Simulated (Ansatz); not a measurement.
Amorphous Si₁₆Al₈O₄₄, 68 atoms at 2.73 g/cm³, one PBE-relaxed geometry, zone centre. Methods: PBE, scalar-relativistic without spin-orbit coupling (Ansatz, a program for electronic structure); HSE06, scalar-relativistic without spin-orbit coupling (Ansatz). Plane waves to 420 eV (r2SCAN 500 eV); exact exchange is cut at the cell's faces. At PBE the levels at the filled edge of the gap are localised (band-tail or defect states), and the nearest spread-out levels lie 5.0 eV apart at the zone centre. All rungs ran without spin polarisation.

Preparation: random packing, a CHGNet melt and quench, and a DFT relaxation. O atoms were pushed apart under 1.9 Å during the dynamics, to hinder bonds among them. The hot cell started wider than the set density and was brought back towards it in steps. It is the lowest in DFT energy of 2 quenches. It is a model cell: composition and starting density were chosen by hand, and all elements were melted together. No dispersion term was used. Its density started from a set value of 2.73 and ended at 2.73 g/cm³. The simulated quench (nominally 140 K/ps over its main leg) is rapid and tends to freeze in more defects than a deposited or slowly cooled glass has. One small periodic cell is one sample of the glass; other quenches scatter about these values. The volume was held where the preparation left it, at a PBE pressure of 5.4 GPa. Stress components on the final sampling reach 6.9 GPa.

The relaxation ran on the zone centre alone. At PBE the level gap is 4.31 eV on a 2×2×2 Γ-centred mesh, and the spacing at the zone centre alone 4.32 eV.

Task: What zone-centre spacing does HSE06 give, roughly?

Result: 6.10 eV (+1.78 eV against PBE).

The highest filled and the lowest empty state spread over these numbers of atoms (participation numbers): PBE: 4.1 and 61.2; HSE06: 3.9 and 61.1.
